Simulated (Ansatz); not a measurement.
Worked example: relaxation of cell and atoms of Zr2Al3Zn (R-3m, 6 atoms in the cell) in Ansatz (a quantum-chemistry and plane-wave program).

Method of the run: LDA (PW92), default PAW files made with PBE (plane waves; Ansatz).

The change in words: atoms on their sites; basis.ecutwfc: 420 eV → 295 eV; relax: default → cell and atoms. Reference geometry:
```yaml
crystal:
  lattice:
    - [2.63996, 1.52418, 4.22622]
    - [-2.63996, 1.52418, 4.22622]
    - [0.00000, -3.04836, 4.22622]
  atoms:
    - { symbol: Zr, position: [0.62846, 0.62846, 0.62846] }
    - { symbol: Zr, position: [0.37549, 0.37549, 0.37549] }
    - { symbol: Al, position: [0.00000, 0.50000, 0.00000] }
    - { symbol: Al, position: [0.00000, 0.00000, 0.50000] }
    - { symbol: Al, position: [0.50000, 0.00000, 0.00000] }
    - { symbol: Zn, position: [0.00000, 0.00000, 0.00000] }
```

Reference input (self-consistent single point, DFT, LDA (PW92), plane waves, default PAW files made with PBE): basis.ecutwfc = 420 eV; kpoints.mp_grid.grid = 6 6 6; hamiltonian.xc = lda; hamiltonian.pseudopotentials = {kind: paw} (the program's default PAW files); scf.occupations.method = gaussian; scf.occupations.width = 0.1 eV. This run's input differs from it in these lines:

Ansatz 0.2 input:
```diff
@@ -7,3 +7,3 @@
   atoms:
-    - { symbol: Zr, position: [0.628457, 0.628457, 0.628457] }
+    - { symbol: Zr, position: [0.624513, 0.624513, 0.624513] }
     - { symbol: Zr, position: [0.375487, 0.375487, 0.375487] }
@@ -14,3 +14,3 @@
 basis:
-  ecutwfc: 420.0
+  ecutwfc: 295.0
 kpoints:
@@ -22,2 +22,4 @@
   occupations: { method: gaussian, width: 0.1 }
+relax:
+  cell: {}
 output:
```

Output, abridged:

```
   [... SCF lines of the steps left out ...]
relax step   1: F+E_penalty+E_count = -12942.63955711 eV  Δ(F+E_penalty+E_count) = +0.000e0 eV  max|allowed force component| = 6.283e-2 eV/Å  Δτ_max = 0.0000 Å  P = -2.982 GPa  Ω = 102.032 Å³  (7 SCF iters, dr2 threshold 1.00e-7 eV, accepted)
relax step   2: F+E_penalty+E_count = -12942.75591603 eV  Δ(F+E_penalty+E_count) = -1.164e-1 eV  max|allowed force component| = 1.196e-1 eV/Å  Δτ_max = 0.0170 Å  P = +2.463 GPa  Ω = 98.328 Å³  energy of the carried Pulay correction = +1.097e-1 eV  [...]
   [... lines left out ...]
relax step   9: F+E_penalty+E_count = -12942.66487282 eV  Δ(F+E_penalty+E_count) = -2.185e-3 eV  max|allowed force component| = 1.296e-4 eV/Å  Δτ_max = 0.0000 Å  P = -0.010 GPa  Ω = 99.489 Å³  energy of the carried Pulay correction = +2.158e-3 eV  [...]
relax step  10: F+E_penalty+E_count = -12942.66237102 eV  Δ(F+E_penalty+E_count) = +2.502e-3 eV  max|allowed force component| = 3.045e-4 eV/Å  Δτ_max = 0.0000 Å  P = -0.015 GPa  Ω = 99.489 Å³  stress off target by 1.87e-2 GPa  SCF on the basis [...]
basis re-selected at this cell: Δ(F+E_penalty+E_count) = +2.502e-3 eV, ΔP = -0.005 GPa vs the last step
the relaxation is at rest under the 12 symmetry operations that the run kept from its start: a minimum is not shown …
Free energy (F): -12942.662371 eV
Internal energy: -12942.641010 eV  (E = F + TS)
E sigma→0 (E₀):  -12942.651690 eV
Entropy (-TS):   -0.021361 eV (-3.560 meV/atom)
Fermi energy:    11.795506 eV
--- Forces (eV/Å), atoms counted from 1 ---
  atom   1  Zr    -0.00000000    -0.00000000    -0.00030451
   [... lines left out ...]
  cell:  # Å, volume = 99.4886 Å³
   [... lines left out ...]
    - { symbol: Al, position: [2.7755575615628914e-17, 0.5, 2.7755575615628914e-17] }
    - { symbol: Al, position: [2.7755575615628914e-17, 2.7755575615628914e-17, 0.5] }
    - { symbol: Al, position: [0.5, 2.7755575615628914e-17, 2.7755575615628914e-17] }
    - { symbol: Zn, position: [-2.2803717374664827e-20, -2.2803717374664812e-20, -2.280371737466484e-20] }
```

The run converged.  The full log also holds: “iter 5 did not close the SCF: its close was put off for the readings that it lacked (scf_convergence_deferred on its scf_iter line)”. The full log also holds: “iter 5 did not close the SCF: its close was put off for the readings that it lacked (scf_convergence_deferred on its scf_iter line)”.

Summary of the result:
| Quantity | Result |
|---|---|
| Free energy E − TS (on the zero of these files) | -12942.6624 eV |
| Fermi level (on the code's own zero) | 11.80 eV |
| Pressure | -0.01 GPa |
| Final cell | a = 5.166 Å, b = 5.166 Å, c = 5.166 Å, α = 60.92°, β = 60.92°, γ = 60.92° |
| Final volume per atom | 16.58 Å³ |
| Relaxation steps | 10 |

The starting cell comes from a database of computed structures (which also holds hypothetical and non-ambient phases and stackings), without a prior relaxation at this level. Its lattice was rescaled by up to half a per cent. The relaxation keeps the symmetry of its start, so its end need not be a minimum. Ansatz's pressure includes its estimate of the finite-basis (Pulay) stress. Without the estimate this run gives -4.82 GPa. The cutoff lies below the one recommended for these files.

Cost on one core of a shared machine: roughly 30 s.
